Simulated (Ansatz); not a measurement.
## How far PBE and r2SCAN part for FeNi3

Base system: FeNi$_{3}$ in the Cu3Au type structure (space group Pm-3m, No. 221; a = 3.544 Å; ferromagnetic).

(Cell as relaxed with PBE.)

Levels (all Ansatz, a first-principles code, PAW): PBE (420 eV, scalar-relativistic without spin-orbit coupling); r2SCAN (500 eV, scalar-relativistic without spin-orbit coupling).

Each level relaxes its own structure.

```json
[
 {"quantity": "volume per atom", "PBE": "11.13 Å³", "r2SCAN": "10.85 Å³"},
 {"quantity": "lattice parameter a", "PBE": "3.544 Å", "r2SCAN": "3.514 Å"},
 {"quantity": "band gap", "PBE": "zero", "r2SCAN": "zero"},
 {"quantity": "magnetic state", "PBE": "ferromagnetic", "r2SCAN": "ferromagnetic"},
 {"quantity": "largest site moment", "PBE": "2.91 μB", "r2SCAN": "3.19 μB"}
]
```

PBE's volume per atom lies 0.28 Å³ above r2SCAN's (2.6 %); PBE's lattice parameter a lies 0.030 Å above r2SCAN's (0.9 %); PBE's largest site moment lies 0.28 μB below r2SCAN's; the two agree on the band gap and magnetic state. Neither level is exact; r2SCAN is the comparison here, not a measurement.

Other magnetic orders, which the real material may have, were not ruled out. Whether these cells are dynamically stable was not tested.
